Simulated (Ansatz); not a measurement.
Effect of isotropic strain −3.00 % on Mo

The reference is Mo in the bcc (W type) structure (space group Im-3m, No. 229; a = 3.1611 Å; relaxed with 0.1 eV smearing).

Perturbation: the cell is scaled by 0.9700 in all directions; the atoms relax in the strained cell.

Method: Ansatz (an electronic-structure program) PBE, scalar-relativistic without spin-orbit coupling. Settings: 29×29×29 k-points, 0.1 eV Fermi–Dirac smearing.

The space group stays Im-3m (No. 229) and the energy goes up by 114 meV/atom. The pressure goes from zero to 28.7 GPa and the band gap is still zero.

Final structure:

```
CELL_PARAMETERS angstrom
     -1.53316     1.53316     1.53316
      1.53316    -1.53316     1.53316
      1.53316     1.53316    -1.53316
ATOMIC_POSITIONS crystal
  Mo 0.00000 0.00000 0.00000
```

Whether these cells are dynamically stable was not tested. The final runs are not spin-polarised.
